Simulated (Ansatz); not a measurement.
## fluorite-type CoSi2 (1 1 1) on silicon (1 1 1) (film strained to the substrate, faces as cut)

A periodic stack without vacuum, fluorite-type CoSi2 (1 1 1) on silicon (1 1 1) (film strained to the substrate, faces as cut): substrate slab Si10, film Co3Si6, surface cells [[0, -1], [1, -1]] and [[1, 0], [0, 1]], film strained by +2.1 and +2.1 %, faces Si/Si and Si/Si as cut (like faces can put a slab off its formula).

The start was prepared with a machine-learned potential, and the result is one local minimum, with the in-plane cell held and forces under 0.04 eV/Å; the film can end far from its bulk form.

The numbers are results of PBE (plane waves to 420 eV, PAW; Ansatz, a program for electronic structure), not measurements. Spin–orbit coupling is left out; the runs are not spin-polarised; PBE gaps are too small against experiment. Its k-point mesh 9×9×1, Fermi–Dirac width 0.05 eV.

The interface area is 13.0 Å² and the period comes out as 24.94 Å. The gaps between the outermost planes at the two interfaces is 1.88 and 2.38 Å and the Si–Si contacts across the interfaces within 1.22 times the sum of covalent radii is 2, mean 2.50 Å. The Co–Si contacts across the interfaces within 1.22 times the sum of covalent radii is 1, mean 2.36 Å, the hole barrier (PBE, at the middle of a substrate layer that carries a field) is 0.34 eV and the electron barrier (PBE, at the middle of a substrate layer that carries a field) comes out as 0.27 eV. The slope of the mean potential energy in the substrate comes out as -1.3 MV/cm × e.

```xyz
19
Lattice="3.8677 0.0000 -0.1735 1.9331 3.3496 -0.1118 -0.8224 -1.3039 25.0093" Properties=species:S:1:pos:R:3 pbc="T T T"
Si     1.6522     2.6783     1.7224
Si     3.5510     1.5570     0.8588
Si     1.7934     0.4588     4.8924
Si     1.7577     2.6864     4.0891
Si     3.8689     1.5980     7.9513
Si     1.8999     0.4762     7.2594
Si     0.1442    -0.6222    11.2941
Si     3.9761     1.6054    10.3190
Si     2.2281     0.5193    14.4796
Si     0.2545    -0.5493    13.6633
Co     2.3234     0.1519    16.8107
Co     4.3996     1.3010    19.8657
Co     2.5912     2.4290    22.8877
Si     2.3023     2.3758    16.3398
Si     4.2966     1.2938    17.5881
Si     2.4318     0.1806    19.2111
Si     2.4957     2.4207    20.6292
Si     4.4973     1.3083    22.1876
Si     2.6180     0.1999    23.4945
```
